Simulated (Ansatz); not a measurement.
Given:

```
CELL_PARAMETERS angstrom
      0.00000     4.94343     4.94343
      4.94343     0.00000     4.94343
      4.94343     4.94343     0.00000
ATOMIC_POSITIONS crystal
  Cs 0.25000 0.25000 0.25000
  Cs 0.75000 0.75000 0.75000
  Ag 0.50000 0.50000 0.50000
  Bi 0.00000 0.00000 0.00000
  Br 0.74280 0.25720 0.25720
  Br 0.25720 0.74280 0.74280
  Br 0.25720 0.74280 0.25720
  Br 0.74280 0.25720 0.74280
  Br 0.25720 0.25720 0.74280
  Br 0.74280 0.74280 0.25720
```

No spin polarisation.

The values are results of plane-wave PAW DFT at the r2SCAN level (Ansatz, an electronic-structure program, 500 eV), no spin-orbit coupling, earlier PAW set, not measurements. k-mesh 5×5×5 (Γ-centred); smearing 0.05 eV (Fermi–Dirac).

### Question
Predict the gap character, band gap, electron mass and smallest direct gap.

### Answer
```json
{
 "gap_character": "indirect, X → L",
 "band_gap": "0.62 eV",
 "electron_mass": "0.39 mₑ along k, 0.24 mₑ across (at L)",
 "smallest_direct_gap": "2.36 eV"
}
```

Spin-orbit coupling, missing from the scalar runs, can matter with Bi. Load acts through the strain it causes; cell and atoms are relaxed under it. Masses are band curvatures over ±0.01 Å⁻¹ around the edge. Along k means along the line from Γ to the band edge. Whether these cells are dynamically stable was not tested. No other phases were tried under pressure. The cell was made from Cs$_{2}$AgBiBr$_{6}$ (space group Fm-3m, No. 225) by this change: pressure 30 GPa.
